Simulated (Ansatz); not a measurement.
Given:

```
CELL_PARAMETERS angstrom
      3.50909     0.00000     0.00000
     -1.75454     3.03896     0.00000
      0.00000     0.00000     5.59583
ATOMIC_POSITIONS crystal
  Hf 0.00000 0.00000 0.00000
  S  0.66667 0.33333 0.73586
  S  0.33333 0.66667 0.26414
```

The numbers are results of PBEsol+D3BJ with spin-orbit coupling, rigid bands (plane waves, PAW; Ansatz, a quantum-chemistry and plane-wave program), not measurements. Condition of this run: biaxial stress xx = yy = 2 GPa (compression positive) (the target of the relaxation). Geometry: cell and atoms relaxed with PBEsol+d3bj, then loaded as said.

Problem. What conductivity effective mass do dilute holes have at 300 K?

Solution. 1.70 (x), 1.70 (y), 0.20 (z) mₑ.

Problem. Predict the electron conductivity mass (n e² τ/σ) at 300 K, by direction if it differs.

Solution. 0.36 (x), 0.36 (y), 0.98 (z) mₑ.

Problem. And the band gap?

Solution. 0.34 eV at this level; semilocal functionals usually fall short of the measured gap.

Rigid bands, one relaxation time for all states, no polarons. Geometry: cell and atoms relaxed with PBEsol+D3(BJ).

Computed structure with no diffraction record at hand here (it may be known, metastable or hypothetical): HfS2 under load (space group P-3m1). PBEsol with a dispersion correction tends to overbind, so the cell can be several per cent short, in bad cases over ten, which usually narrows a gap: HfS2 under load (space group P-3m1).
